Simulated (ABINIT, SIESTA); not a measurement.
A SIESTA input for a self-consistent single point of MgS (Fm-3m, 2 atoms in the cell) (DFT, GGA PBE, numerical atomic orbitals DZP, PseudoDojo PBE standard norm-conserving potentials (rewritten from UPF to PSML)):

```
# files in the folder: Mg.psml S.psml (PseudoDojo PBE standard)
SystemName  MgS
SystemLabel siesta

NumberOfAtoms                2
NumberOfSpecies              2
%block ChemicalSpeciesLabel
  1 12 Mg
  2 16 S
%endblock ChemicalSpeciesLabel
LatticeConstant              1.0 Bohr
%block LatticeVectors
     0.000000000    4.850662400    4.850662400
     4.850662400    0.000000000    4.850662400
     4.850662400    4.850662400    0.000000000
%endblock LatticeVectors
AtomicCoordinatesFormat      Ang
%block AtomicCoordinatesAndAtomicSpecies
     0.000000000    0.000000000    0.000000000  1
     2.566860000    2.566860000    2.566860000  2
%endblock AtomicCoordinatesAndAtomicSpecies

XC.functional                GGA
XC.authors                   PBE
PAO.BasisSize                DZP
PAO.EnergyShift              0.01 Ry
MeshCutoff                   300 Ry
%block kgrid.MonkhorstPack
    7   0   0  0.0
    0   7   0  0.0
    0   0   7  0.0
%endblock kgrid.MonkhorstPack
OccupationFunction           FD
ElectronicTemperature        232.09 K

MaxSCFIterations             150
SCF.Mixer.Method             Pulay
SCF.Mixer.Weight             0.2
SCF.Mixer.History            6
SCF.DM.Tolerance             1.0E-04
Diag.ParallelOverK           true
WriteForces                  true
Charge.Mulliken              end
```

Q: Give the ABINIT input for the same structure, mesh, smearing and functional.

A: One input that does it (others would too):

```
# MgS, PseudoDojo nc-sr-05 PBE standard
pp_dirpath "./"
pseudos "Mg.upf, S.upf"
acell 6.8598725529 6.8598725529 6.8598725529
rprim
        -0.0000000000    0.7071067812    0.7071067812
         0.7071067812    0.0000000000    0.7071067812
         0.7071067812    0.7071067812    0.0000000000
natom 2
ntypat 2
znucl 12 16
typat 1 2
xred
         0.0000000000    0.0000000000    0.0000000000
         0.5000000000    0.5000000000    0.5000000000
ecut 42
occopt 3
tsmear 0.00073499
nband 13
kptopt 1
ngkpt 7 7 7
nshiftk 1
shiftk 0 0 0
nstep 80
tolvrs 1.0e-12
prtwf 0
prtden 0
prtvol 1
enunit 1
```

Basis settings and potentials, where a program has them, do not carry over. This input uses DFT, PBE, plane waves, norm-conserving pseudopotentials (PseudoDojo nc-sr-05 PBE standard). Both were run: pressure 5.45 GPa in SIESTA and 4.67 in ABINIT; gap on the mesh 3.019 eV in SIESTA and 3.087 in ABINIT.

On ABINIT: the starting cell comes from a database of computed structures (which also holds hypothetical and non-ambient phases and stackings), without a prior relaxation at this level. Its lattice was rescaled by a random factor within 2.5 % of one. For this run, on top of that: lattice scaled by 0.98. With a pressure of about 5 GPa the cell is away from its equilibrium volume at this level.

On SIESTA: the starting cell comes from a database of computed structures (which also holds hypothetical and non-ambient phases and stackings), without a prior relaxation at this level. Its lattice was rescaled by a random factor within 2.5 % of one. For this run, on top of that: lattice scaled by 0.98. Values carry the incompleteness of an atom-centred basis. With a pressure of about 5 GPa the cell is away from its equilibrium volume at this level.
